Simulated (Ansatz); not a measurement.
Base system: KI in the CsCl type structure (space group Pm-3m, No. 221; a = 4.292 Å; a model cell, its experimental status unchecked). Axes: x, y, z lie along the cube axes.

The values are results of r2SCAN in Ansatz (plane waves to 500 eV, PAW, no spin-orbit coupling), not measurements.

Strains are applied to the cell and any free atomic positions relax; under biaxial strain the out-of-plane vector relaxes too.

One change was made to it. Results:

```json
[
 {"quantity": "energy relative to the base (free energy F)", "base": "0 meV/atom", "after": "+2.4 meV/atom"},
 {"quantity": "pressure (mean of the normal stresses, compression positive)", "base": "0.01 GPa", "after": "0.10 GPa"}
]
```

**Question.** Which of these changes matches the shifts?
A. tensor shear ε_xy = −2.18 %
B. biaxial strain −2.41 %, plane normal [001], relaxed out of plane
C. tensor shear ε_xy = +3.53 %

**Answer.** C, tensor shear ε_xy = +3.53 %. For comparison, the energy relative to the base in the other runs: tensor shear ε_xy = −2.18 % gives +0.9 meV/atom; biaxial strain −2.41 %, plane normal [001], relaxed out of plane gives +6.0 meV/atom.

Stability against distortions was not tested. This is not the structure that KI has at room temperature and ambient pressure.

Ansatz is an electronic-structure program.
